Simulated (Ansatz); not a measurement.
Start from MgTe in the zinc blende structure (space group F-43m, No. 216).

```
CELL_PARAMETERS angstrom
      0.00000     3.21920     3.21920
      3.21920     0.00000     3.21920
      3.21920     3.21920     0.00000
ATOMIC_POSITIONS crystal
  Mg 0.00000 0.00000 0.00000
  Te 0.25000 0.25000 0.25000
```

Cartesian axes are those of the cell as printed.

Method: PBEsol in Ansatz (plane waves to 420 eV, PAW, no SOC), earlier PAW set.

Strains are applied to the cell and any free atomic positions relax; under biaxial strain the out-of-plane vector relaxes too.

One change was made to it. Results:

The band gap shrinks by 0.04 eV to 2.31 eV; the energy is nearly the same.

Task: What was done to the base?
(A) tensor shear ε_yz = +0.55 %
(B) biaxial strain −2.99 %, plane normal [110], relaxed out of plane
(C) uniaxial strain ε_xx = −0.37 %
(D) strain tensor (xx, yy, zz, yz, xz, xy) = (−3.00, −0.82, +0.16, +0.76, +0.65, +0.59) %

Result: A, tensor shear ε_yz = +0.55 %. For comparison, the band gap in the other runs: uniaxial strain ε_xx = −0.37 % gives 2.36 eV; strain tensor (xx, yy, zz, yz, xz, xy) = (−3.00, −0.82, +0.16, +0.76, +0.65, +0.59) % gives 2.42 eV; biaxial strain −2.99 %, plane normal [110], relaxed out of plane gives 2.25 eV.

With Te present, leaving out spin-orbit coupling can change the band edges. Whether these cells are dynamically stable was not tested.

Ansatz is a quantum-chemistry and plane-wave program.
